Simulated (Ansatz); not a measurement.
## SnSe₂ (P-3m1): band-edge transport data

Given:

```
SnSe2
1.0
    3.79296     0.00000     0.00000
   -1.89648     3.28480     0.00000
    0.00000     0.00000     5.74722
Sn Se
1 2
Direct
  0.00000   0.00000   0.00000
  0.66667   0.33333   0.72409
  0.33333   0.66667   0.27591
```

The numbers are results of HSE06, rigid bands (plane waves, PAW, scalar-relativistic; Ansatz, a first-principles code), not measurements. Cell: cell and atoms relaxed with PBEsol+d3bj.

* **band gap**: 0.68 eV
* **electron conductivity mass (300 K, dilute)**: 0.26 (x), 0.26 (y), 0.193 (z) mₑ
* **effective density of states N_c (300 K)**: 2.1e19 cm⁻³
* **density-of-states mass, electrons**: 0.88 mₑ
* **Seebeck coefficient, n-type 1e19 cm⁻³, 300 K**: -280 μV/K
* **best n-type power factor at 300 K for τ = 10 fs (best axis; densities from 1e16 to 1e21 cm⁻³ tried, whether or not they can be reached)**: 16.4 μW/(cm·K²) at 1e20 cm⁻³

Rigid bands; masses and Seebeck coefficients take one relaxation time τ for all states and one kind of carrier; polarons and phonon drag are left out. Spin-orbit coupling is left out. Geometry: cell and atoms relaxed with PBEsol+D3(BJ).

Formula and space group known from diffraction (Crystallography Open Database), not checked to be the room-temperature form: SnSe2 (P-3m1). PBEsol with a dispersion correction tends to overbind, so the cell can be several per cent short, in bad cases over ten, which usually narrows a gap: SnSe2 (P-3m1).
